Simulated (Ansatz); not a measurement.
The cell is built on a prototype and need not be the phase stable at ambient conditions.

By r2SCAN, the system below comes out a metal.

```xyz
2
Lattice="3.3984 0.0000 0.0000 0.0000 4.8060 0.0000 0.0000 2.4030 2.4030" Properties=species:S:1:pos:R:3 pbc="T T T"
Pd     0.0000     0.0000     0.0000
Te     1.6992     2.4030     0.0000
```

Space group of this cell: Pm-3m, CsCl type. The cell was relaxed by PBE-D3(BJ); by r2SCAN its mean pressure is 4.1 GPa.

The current flows along the normal of the first two printed cell vectors. No spin-orbit coupling; the value is a mean over 0.1 eV about the Fermi level.

Task: Predict the ballistic conductance per area from r2SCAN (Ansatz, an electronic-structure program).

Result: 0.69 × 10¹⁵ S/m² for both spins.
